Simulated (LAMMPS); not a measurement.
An MD run on Cu (fcc), 256 atoms, at 1630 K and 0 GPa, heated as the crystal.

All values are model results, not measurements: MD with a machine-learned potential, pair style snap, file Cu_Zuo_JPCA2020.snap, run in LAMMPS.

```csv
frequency (THz),vibrational (phonon) density of states (1/THz)
0.07350,0.0007
0.3665,0.0029
0.6595,0.0107
0.9525,0.0269
1.245,0.0473
1.538,0.0650
1.832,0.0804
2.125,0.1049
2.417,0.1408
2.711,0.1781
3.004,0.1896
3.297,0.1920
3.590,0.2010
3.883,0.2052
4.176,0.2045
4.469,0.1853
4.762,0.1647
5.055,0.1600
5.348,0.1586
5.641,0.1569
5.934,0.1496
6.228,0.1379
6.521,0.1256
6.813,0.1021
7.107,0.0769
7.399,0.0614
7.692,0.0479
7.986,0.0357
8.279,0.0285
8.572,0.0241
8.865,0.0206
9.158,0.0170
9.451,0.0149
9.744,0.0128
10.04,0.0105
10.33,0.0092
10.62,0.0085
10.92,0.0073
11.21,0.0063
11.50,0.0054
11.80,0.0045
12.09,0.0038
12.38,0.0034
12.67,0.0030
12.97,0.0026
13.26,0.0022
13.55,0.0018
13.85,0.0016
14.14,0.0014
14.43,0.0012
```

Read from the full data:
- state found: crystal; no diffusion seen in 15 ps
- mean frequency of the vibrational (phonon) density of states: 4.7 THz

Caution: this crystal lies over the measured melting point of 1358 K, so it is superheated or the potential melts high. Caution: a run this short can hold a crystal over, or a liquid under, the potential's own melting point, which these runs don't give.
